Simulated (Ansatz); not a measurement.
Where the default PAW files enter, the runs use the earlier of Ansatz's two default sets.

Input:

```yaml
crystal:
  lattice:
    - [3.80732, 0.00000, 0.00000]
    - [-1.90366, 3.29724, 0.00000]
    - [0.00000, 0.00000, 31.14240]
  atoms:
    - { symbol: Zn, position: [0.66667, 0.33333, 0.20000] }
    - { symbol: Zn, position: [0.33333, 0.66667, 0.70000] }
    - { symbol: Zn, position: [0.00000, 0.00000, 0.80000] }
    - { symbol: Zn, position: [0.00000, 0.00000, 0.30000] }
    - { symbol: Zn, position: [0.66667, 0.33333, 0.90000] }
    - { symbol: Zn, position: [0.33333, 0.66667, 0.40000] }
    - { symbol: Zn, position: [0.33333, 0.66667, 0.10010] }
    - { symbol: Zn, position: [0.66667, 0.33333, 0.60010] }
    - { symbol: Zn, position: [0.00000, 0.00000, 0.00010] }
    - { symbol: Zn, position: [0.00000, 0.00000, 0.50010] }
    - { symbol: S, position: [0.66667, 0.33333, 0.27490] }
    - { symbol: S, position: [0.33333, 0.66667, 0.77490] }
    - { symbol: S, position: [0.00000, 0.00000, 0.07500] }
    - { symbol: S, position: [0.00000, 0.00000, 0.57500] }
    - { symbol: S, position: [0.66667, 0.33333, 0.67500] }
    - { symbol: S, position: [0.33333, 0.66667, 0.17500] }
    - { symbol: S, position: [0.00000, 0.00000, 0.87490] }
    - { symbol: S, position: [0.00000, 0.00000, 0.37490] }
    - { symbol: S, position: [0.33333, 0.66667, 0.47510] }
    - { symbol: S, position: [0.66667, 0.33333, 0.97510] }
```

Space group of this cell: P6_3mc. The cell is taken as given.

Level of theory: r2SCAN (plane waves, PAW; Ansatz, a quantum-chemistry and plane-wave program).

The current runs along the normal of the first two printed vectors; no spin-orbit coupling. Scaled by the factor s: the length along the current (ions clamped). Meshes 12×12×1 and 12×12 across the current in all rows.

| s | mean pressure (GPa) | slowest mid-gap decay constant κ (1/Å) |
|---|---|---|
| 0.97 | 2.8 | 0.184 |
| 1.00 | 0.1 | 0.174 |
| 1.03 | -2.0 | ? |

Task: Take the slope of the slowest mid-gap decay constant κ against ln s from the two given rows, extrapolate to s = 1.03, and say what the run there gives.

Result: Slope = (0.184 − 0.174) / ln 0.97 = -0.328 1/Å. The line gives 0.174 + (-0.328) × ln 1.03 = 0.164 1/Å. The run gives 0.164 1/Å, as the line does.
